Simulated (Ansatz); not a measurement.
Defect: Si-vacancy pair (Si on one host Rh site, one Rh site vacant) in fcc Rh, neutral cell. Method: PBE, PAW (plane waves to 420 eV; Ansatz, a first-principles code).

Cell of 32 host sites held at the relaxed PBE lattice; a 2×2×2 k-point mesh shifted by half a step; Fermi-Dirac width 0.10 eV, spin-restricted; finite-size errors left in. Static, classical nuclei. Forms of the defect that were not tried may lie lower.

Barriers: single points on a 4×4×4 k-point mesh shifted by half a step at the bands' geometries.

The step: Si and the vacancy change places (Si-vacancy distance between ideal sites 2.71 Å throughout); the atom moves 2.70 Å along (0.00, 0.50, 0.50) of the unit cell; the moving atom starts with neighbours 5 Rh at 2.67, 6 Rh at 2.71 Å and ends with 5 Rh at 2.67, 6 Rh at 2.71 Å.

Q: What migration barrier of this step does PBE, PAW give?

A: 413 meV, the same both ways. At the saddle the moving atom has neighbours 2 Rh at 2.35, 2 Rh at 2.36, 2 Rh at 3.00 Å. The program found a first-order saddle point.
